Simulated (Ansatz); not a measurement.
The starting structures come from a database of crystals and need not be the phases stable at ambient conditions.

Given:

```xyz
12
Lattice="5.1753 0.0000 0.0000 0.0000 7.3189 0.0000 0.0000 3.6595 3.6595" Properties=species:S:1:pos:R:3 pbc="T T T"
Sn     2.5876     1.8297     1.8297
Sn     0.0000     3.6595     0.0000
Sn     2.5876     5.4892     1.8297
Sn     0.0000     0.0000     0.0000
O      0.8337     6.6683     1.8297
O      4.3415     4.3101     1.8297
O      3.4214     6.1398     0.0000
O      1.7539     1.1791     0.0000
O      4.3415     1.8297     0.6507
O      0.8337     9.1487     3.0088
O      1.7539     3.6595     1.1791
O      3.4214     7.3189     2.4804
```

Space group of this cell: Pa-3. The cell is taken as given; by r2SCAN its mean pressure is -9.0 GPa.

Level of theory: r2SCAN (plane waves, PAW; Ansatz, a program for electronic structure).

The current runs along the normal of the first two printed vectors; no spin-orbit coupling. Scaled by the factor s: the length along the current (ions clamped). The meshes follow the cell: 6×6×8 and 6×4 across at s = 0.97, 8×8×8 and 6×4 across at s = 1.00, 6×6×8 and 6×4 across at s = 1.03.

```json
[
 {"s": "0.97", "mean pressure (GPa)": "-2.7", "band gap (eV)": "?"},
 {"s": "1.00", "mean pressure (GPa)": "-9.0", "band gap (eV)": "1.11"},
 {"s": "1.03", "mean pressure (GPa)": "-14.0", "band gap (eV)": "0.75"}
]
```

Question: Take the slope of the band gap against ln s from the two given rows, extrapolate to s = 0.97, and say what the run there gives.

Answer: Slope = (0.75 − 1.11) / ln 1.03 = -12.2 eV. The line gives 1.11 + (-12.2) × ln 0.97 = 1.48 eV. The run gives 1.39 eV, 0.09 eV under the line, 25 % of the predicted step.
